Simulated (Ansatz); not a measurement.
We consider BP (P6₃mc, No. 186, 4 atoms in the cell; start mp-1008559; a measured phase of this formula has another space group), described by r²SCAN in Ansatz (plane waves, PAW).

Settings: plane-wave cutoff 560 eV, 12×12×6 k mesh (along the axes of the cell as run), Fermi–Dirac smearing 0.01 eV, scalar-relativistic PAW data made under PBE.

Computed at the level's own relaxed cell.

```yaml
crystal:
  lattice:
    - [3.19081, 0.00000, 0.00000]
    - [-1.59540, 2.76332, 0.00000]
    - [0.00000, 0.00000, 5.29565]
  atoms:
    - { symbol: B, position: [0.66667, 0.33333, 0.50043] }
    - { symbol: B, position: [0.33333, 0.66667, 0.00043] }
    - { symbol: P, position: [0.66667, 0.33333, 0.87457] }
    - { symbol: P, position: [0.33333, 0.66667, 0.37457] }
```

### Question
List the 10 lowest band energies at Γ above −25 eV (eV, relative to the valence band maximum), grouping those that round alike.

### Answer
At Γ: -16.62, -13.23, -9.86, -2.25 (×2), -0.47, 0.00 (×2), 2.90 (×2).

A start named mp-… is a Materials Project structure, which need not be a measured phase.

Ansatz is an electronic-structure program.
